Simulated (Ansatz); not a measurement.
The structure below was relaxed with PBEsol (Ansatz, a quantum-chemistry and plane-wave program), scalar-relativistic without spin-orbit coupling, earlier PAW set, at pressure 15 GPa.

Space group R-3c, hexagonal axes (No. 167); a = b = 4.6890 Å, c = 12.7567 Å, α = β = 90.00°, γ = 120.00°

| atom | site | symmetry | x | y | z |
|---|---|---|---|---|---|
| Al | 12c | 3. | 0.0000 | 0.0000 | 0.1480 |
| O | 18e | .2 | 0.3064 | 0.3064 | 0.2500 |

### Question
Write out a cell with all atoms.

### Answer
```
Al2O3
1.0
    4.68901     0.00000     0.00000
   -2.34451     4.06080     0.00000
    0.00000     0.00000    12.75672
Al O
12 18
Direct
  0.66667   0.33333   0.18529
  0.33333   0.66667   0.31471
  0.66667   0.33333   0.48138
  0.00000   0.00000   0.35196
  0.33333   0.66667   0.51862
  0.00000   0.00000   0.64804
  0.33333   0.66667   0.81471
  0.66667   0.33333   0.68529
  0.00000   0.00000   0.85196
  0.66667   0.33333   0.98138
  0.00000   0.00000   0.14804
  0.33333   0.66667   0.01862
  0.63973   0.66667   0.41667
  0.33333   0.97307   0.41667
  0.02693   0.36027   0.41667
  0.69360   0.00000   0.25000
  0.00000   0.69360   0.25000
  0.30640   0.30640   0.25000
  0.30640   0.00000   0.75000
  0.00000   0.30640   0.75000
  0.69360   0.69360   0.75000
  0.36027   0.33333   0.58333
  0.66667   0.02693   0.58333
  0.97307   0.63973   0.58333
  0.97307   0.33333   0.08333
  0.66667   0.63973   0.08333
  0.36027   0.02693   0.08333
  0.02693   0.66667   0.91667
  0.33333   0.36027   0.91667
  0.63973   0.97307   0.91667
```
This is the conventional cell.

Load acts through the strain it causes; cell and atoms are relaxed under it. Stability against distortions was not tested. No other phases were tried under pressure. The cell was made from Al2O3 in the corundum structure (space group R-3c, No. 167) by this change: pressure 15 GPa.
